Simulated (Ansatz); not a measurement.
**SiC: pressure 9 GPa**

The reference is SiC in the wurtzite structure (space group P6_3mc, No. 186; a = 3.092 Å, c = 5.074 Å).

Perturbation: a hydrostatic pressure of 9 GPa.

Level of theory: Ansatz (an electronic-structure program), PBE, PAW, cutoff 420 eV, no spin-orbit coupling. Γ-centred 12×12×7 mesh, Fermi–Dirac width 0.05 eV.

```json
[
 {"quantity": "density", "base": "3.17 g/cm³", "changed": "3.30 g/cm³", "shift": "+0.13 g/cm³"},
 {"quantity": "shortest interatomic distance", "base": "1.893 Å", "changed": "1.869 Å", "shift": "-0.024 Å"},
 {"quantity": "band gap", "base": "2.31 eV", "changed": "2.24 eV", "shift": "-0.07 eV"},
 {"quantity": "gap character", "base": "indirect, Γ → K", "changed": "indirect, Γ → K", "shift": "–"},
 {"quantity": "smallest direct gap", "base": "3.94 eV", "changed": "4.02 eV", "shift": "+0.074 eV"},
 {"quantity": "mean gap deformation potential ΔEg/Δln V", "base": "–", "changed": "+1.8 eV", "shift": "–"},
 {"quantity": "width of the top valence band", "base": "3.84 eV", "changed": "3.96 eV", "shift": "+0.112 eV"},
 {"quantity": "electron mass", "base": "0.27 mₑ along c, 0.44 mₑ across (at K)", "changed": "0.26 mₑ along c, 0.43 mₑ across (at K)", "shift": "–"},
 {"quantity": "valence-band top at Γ (three highest levels, from the VBM)", "base": "0.00, 0.00, -0.11 eV", "changed": "0.00, 0.00, -0.11 eV", "shift": "–"}
]
```

Final structure:

```
CELL_PARAMETERS angstrom
      3.05226     0.00000     0.00000
     -1.52613     2.64334     0.00000
      0.00000     0.00000     5.00753
ATOMIC_POSITIONS crystal
  Si 0.33333 0.66667 0.99960
  Si 0.66667 0.33333 0.49960
  C  0.33333 0.66667 0.37540
  C  0.66667 0.33333 0.87540
```

Cost of the whole job for the changed cell (relaxation, final SCF and bands): about 40 core-seconds (a rough figure).

Load acts through the strain it causes; cell and atoms are relaxed under it. Masses are band curvatures over ±0.01 Å⁻¹ around the edge. Stability against distortions was not tested. Competing high-pressure phases were not computed.
